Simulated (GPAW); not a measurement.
GPAW run on a (111) slab of Ca (cut from a parent of space group no. 225; 3 atoms in the cell): self-consistent single point.

Computed with PBEsol, GPAW PAW datasets PBEsol (made by gpaw-setup) (plane waves; GPAW).

```
Ca
1.0
    3.95749     0.00000     0.00000
    1.97875     3.42729     0.00000
    0.00000     0.00000    20.46258
Ca
3
Direct
  0.00000   0.00000   0.34209
  0.33333   0.33333   0.50000
  0.66667   0.66667   0.65791
```

Reference input (self-consistent single point, DFT PBEsol, plane waves, GPAW PAW datasets PBEsol (made by gpaw-setup)): mode = pw; ecut = 550 eV; xc = PBEsol; kpts = 5 5 1; mesh shift (steps) = 0 0 0; occupations.name = methfessel-paxton; occupations.width = 0.1 eV; occupations.order = 0; nbands = -9; symmetry.symmorphic = false; symmetry.tolerance = 0.0005; maxiter = 100. This run's input differs from it in these lines:

```diff
@@ -15,3 +15,3 @@
             xc='PBEsol',
-            kpts=(5, 5, 1),
+            kpts=(15, 15, 1),
             occupations={'name': 'methfessel-paxton', 'width': 0.1, 'order': 0},
```

Output (repeated stretches shortened):

```
     iter     time        total  log10-change:
                         energy   eigst   dens
iter:   1 --:--:--    -5.158024
iter:   2 --:--:--    -5.740278   -0.58  -1.43
iter:   3 --:--:--    -5.848132   -1.06  -1.42
iter:   4 --:--:--    -5.847932   -1.48  -1.44
iter:   5 --:--:--    -6.102520   -1.71  -1.51
iter:   6 --:--:--    -5.835894   -2.32  -1.36
iter:   7 --:--:--    -5.907277   -2.10  -1.71
iter:   8 --:--:--    -5.855832   -2.90  -1.80
iter:   9 --:--:--    -5.823273   -3.19  -2.03
iter:  10 --:--:--    -5.822344   -3.79  -2.26
iter:  11 --:--:--    -5.819267c  -3.35  -2.38
iter:  12 --:--:--    -5.818553c  -4.45  -2.58
iter:  13 --:--:--    -5.818640c  -4.63  -2.87
iter:  14 --:--:--    -5.818560c  -5.28  -3.18
iter:  15 --:--:--    -5.818578c  -5.36  -3.25
iter:  16 --:--:--    -5.818571c  -5.74  -3.31
iter:  17 --:--:--    -5.818573c  -5.69  -3.40
iter:  18 --:--:--    -5.818562c  -6.29  -3.85
iter:  19 --:--:--    -5.818563c  -6.92  -4.03c
iter:  20 --:--:--    -5.818562c  -6.97  -4.05c
iter:  21 --:--:--    -5.818560c  -7.16  -4.18c
iter:  22 --:--:--    -5.818561c  -7.65c -4.45c
Converged after 22 iterations.

Dipole moment: (0.047628, 0.027498, 0.000000) |e|*Ang

Energy contributions relative to reference atoms: (reference = -55462.657738)

Kinetic:         -2.846423
Potential:       +8.347266
External:        +0.000000
XC:              -9.830384
Entropy (-ST):   -0.026262
Local:           -1.475889
SIC:             +0.000000
--------------------------
Free energy:     -5.831692
Extrapolated:    -5.818561

Showing only first 2 kpts
 Kpt  Band  Eigenvalues  Occupancy
  0    13     -2.97892    2.00000
  0    14     -1.82197    2.00000
  0    15     -0.07818    1.87938
  0    16      0.53329    0.00000

  1    13     -2.91520    2.00000
  1    14     -1.75899    2.00000
  1    15     -0.05878    1.79870
  1    16      0.56370    0.00000

Fermi level: 0.03158

No gap
No difference between direct/indirect transitions
Energy (eV): -5.818561

Forces in eV/Ang:
  0 Ca    0.00000    0.00000    0.17127
  1 Ca   -0.00000    0.00000    0.00000
  2 Ca    0.00000    0.00000   -0.17127

Stress tensor:
     0.003679     0.000000     0.000000
     0.000000     0.003679     0.000000
     0.000000     0.000000     0.004048
Stress (GPa, Voigt): [0.5895 0.5895 0.6486 0.     0.     0.    ]
```

The run converged in 22 iterations. GPAW prints stress with tension positive. Against the reference run the free energy falls by 8.0 meV/atom and the largest force goes from 0.202 to 0.171 eV/Å.

The starting cell has typed, rounded lattice constants, without a prior relaxation at this level. The slab is cut from that crystal, and its faces are unrelaxed. Its lattice was rescaled by up to half a per cent.

Cost on one core of a shared machine: roughly 3 min.
